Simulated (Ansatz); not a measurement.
Ansatz (a program for electronic structure) run on LiHF2 (R-3m, 4 atoms in the cell): self-consistent single point.

Method: r2SCAN, default PAW files made with PBE (plane waves; Ansatz).

```
CELL_PARAMETERS angstrom
      1.46698     0.84696     4.36669
     -1.46698     0.84696     4.36669
      0.00000    -1.69393     4.36669
ATOMIC_POSITIONS crystal
  Li 0.00000 0.00000 0.00000
  H  0.50000 0.50000 0.50000
  F  0.41331 0.41331 0.41331
  F  0.58669 0.58669 0.58669
```

Reference input (self-consistent single point, DFT, LDA (PW92), plane waves, default PAW files made with PBE): basis.ecutwfc = 420 eV; kpoints.mp_grid.grid = 9 9 9; hamiltonian.xc = lda; hamiltonian.pseudopotentials = {kind: paw} (the program's default PAW files); scf.occupations.method = gaussian; scf.occupations.width = 0.01 eV. This run's input differs from it in these lines:

Ansatz 0.2 input:
```diff
@@ -11,3 +11,3 @@
 basis:
-  ecutwfc: 420.0
+  ecutwfc: 500.0
 kpoints:
@@ -15,3 +15,3 @@
 hamiltonian:
-  xc: lda
+  xc: r2scan
   pseudopotentials: { kind: paw }
```

Output, abridged:

```
SCF iter   1: F=—  HF=-1844.570758 eV  |F-HF|=—  |Δ(HF+E_count)|=         —  Δρ=7.72e-3  dr2=1.49e-2  dr2_τ=8.62e-2  ethr=1.77e-3  ⟨swp⟩=6.0  Hψ=5868  notcnv=0
all-band conjugate gradients solve this SCF's bands
preconditioner: auto → none
SCF iter   2: F=—  HF=-1844.624410 eV  |F-HF|=—  |Δ(HF+E_count)|=   5.37e-2  Δρ=4.23e-3  dr2=1.37e-3  dr2_τ=5.38e-4  ethr=8.26e-5  ⟨swp⟩=3.0  Hψ=3125  notcnv=0
SCF iter   3: F=—  HF=-1844.624579 eV  |F-HF|=—  |Δ(HF+E_count)|=   1.69e-4  Δρ=1.61e-3  dr2=3.07e-4  dr2_τ=5.82e-5  ethr=7.64e-6  ⟨swp⟩=2.0  Hψ=1925  notcnv=0
SCF iter   4: F=—  HF=-1844.624654 eV  |F-HF|=—  |Δ(HF+E_count)|=   7.52e-5  Δρ=6.85e-4  dr2=5.74e-5  dr2_τ=9.10e-6  ethr=1.70e-6  ⟨swp⟩=2.0  Hψ=1425  notcnv=0
SCF iter   5: F=—  HF=-1844.624664 eV  |F-HF|=—  |Δ(HF+E_count)|=   9.36e-6  Δρ=1.37e-4  dr2=2.97e-6  dr2_τ=3.36e-7  ethr=3.19e-7  ⟨swp⟩=1.1  Hψ=1135  notcnv=0
SCF iter   6: F=-1844.624664 eV  HF=-1844.624664 eV  |F-HF|=8.01e-9  |Δ(HF+E_count)|=   3.86e-7  Δρ=1.98e-5  dr2=6.71e-8  dr2_τ=5.32e-9  ethr=5.56e-10  ⟨swp⟩=3.6  Hψ=4845  notcnv=0
SCF 1 converged in 6 iterations: F = -1844.624664 eV  dr2 = 6.71e-8
Free energy (F): -1844.624664 eV
Internal energy: -1844.624664 eV  (E = F + TS)
E sigma→0 (E₀):  -1844.624664 eV
Fermi energy:    3.182962 eV
--- Forces (eV/Å), atoms counted from 1 ---
  atom   1  Li     0.00000000    -0.00000000    -0.00000000
  atom   2  H      0.00000000    -0.00000000     0.00000000
  atom   3  F     -0.00000000     0.00000000     0.08134081
  atom   4  F     -0.00000000     0.00000000    -0.08134081
--- Stress (GPa, compression-positive) ---
        0.967802       0.000000       0.000000
        0.000000       0.967802      -0.000000
       -0.000000      -0.000000       0.051365
  P = ⅓ Tr σ = 0.6623 GPa (6.623 kbar)
  The stress holds the Pulay correction. Without it, at fixed plane waves, as pw.x and ABINIT print it: P = 0.4876 GPa
```

The run converged in 6 iterations. Against the reference run the pressure goes from -2.00 to 0.66 GPa, the largest force goes from 0.191 to 0.081 eV/Å and the gap on the mesh goes from 8.086 to 9.233 eV.

The starting cell comes from a database of computed structures (which also holds hypothetical and non-ambient phases and stackings), without a prior relaxation at this level. Ansatz's pressure includes its estimate of the finite-basis (Pulay) stress.
